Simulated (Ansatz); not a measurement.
# ZnO, response to strain

Start from ZnO in the wurtzite structure (space group P6_3mc, No. 186).

```
ZnO
1.0
    3.22975     0.00000     0.00000
   -1.61488     2.79705     0.00000
    0.00000     0.00000     5.21478
Zn O
2 2
Direct
  0.66667   0.33333   0.00204
  0.33333   0.66667   0.50204
  0.66667   0.33333   0.62316
  0.33333   0.66667   0.12316
```

Cartesian axes are those of the cell as printed.

Strains are applied to the cell and any free atomic positions relax; under biaxial strain the out-of-plane vector relaxes too; under stress the whole cell relaxes.

Level of theory: PBEsol, PAW, 420 eV (Ansatz, a quantum-chemistry and plane-wave program; without spin-orbit coupling).

Notes on the quantities. pressure: mean of the normal stresses, compression positive.

```tsv
change	electron mass	pressure	shortest interatomic distance	space group
base	0.13 mₑ (at Γ)	0.01 GPa	1.969 Å	P6_3mc (No. 186)
biaxial strain −0.35 %, plane normal [001], relaxed out of plane	0.13 mₑ (at Γ)	0.51 GPa	…	P6_3mc (No. 186)
biaxial strain +4.44 %, plane normal [001], relaxed out of plane	0.14 mₑ out of plane, 0.12 mₑ in plane (at Γ)	-5.59 GPa	2.002 Å	P6_3mc (No. 186)
isotropic strain +4.72 %	0.098 mₑ (at Γ)	-14.75 GPa	2.062 Å	P6_3mc (No. 186)
uniaxial strain ε_yy = +2.12 %	0.12 mₑ along x, 0.13 mₑ along y, 0.13 mₑ along z (at Γ)	-2.94 GPa	1.983 Å	Cmc2_1 (No. 36)
uniaxial stress, 8 GPa compression along x	0.12 mₑ along x, 0.14 mₑ along y, 0.13 mₑ along z (at Γ)	–	…	Cmc2_1 (No. 36)
```

### Question
What belongs in the blanks?

### Answer

- biaxial strain −0.35 %, plane normal [001], relaxed out of plane, shortest interatomic distance: 1.966 Å
- uniaxial stress, 8 GPa compression along x, shortest interatomic distance: 1.955 Å

The levels and masses belong to the bands next to the band gap. Effective masses come from finite differences of ±0.01 Å⁻¹. Beyond what the load breaks, stability against distortions was not tested.
